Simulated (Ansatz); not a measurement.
## CaZrN2 (model structure, started from the MgZrN2 type, I4₁/amd, No. 141, 8 atoms in the cell): properties by level of theory

| level (code) | lattice constant a (Å) | lattice parameter c (Å) | cohesive energy (eV/atom) |
|---|---|---|---|
| LDA (Ansatz) | ? | ? | ? |
| PBE (Ansatz) | 4.703 | 9.600 | 6.09 |
| r²SCAN (Ansatz) | ? | 9.568 | 6.01 |

**Question.** Complete the blanks.

**Answer.** 
- LDA (Ansatz, a program for electronic structure), lattice constant a (Å): 4.615
- LDA (Ansatz), lattice parameter c (Å): 9.424
- LDA (Ansatz), cohesive energy (eV/atom): 7.12
- r²SCAN (Ansatz), lattice constant a (Å): 4.690

Ansatz's density-functional and Hartree–Fock values are scalar-relativistic unless marked +SOC, with PAW data made under PBE.

Free atoms are spin-polarised, in the lowest state found; at levels without +SOC their spin–orbit coupling is left out.

A model structure was made by putting elements into a prototype or built by hand; it is no filed structure, need not be a known phase, and can be a saddle point held by its symmetry.
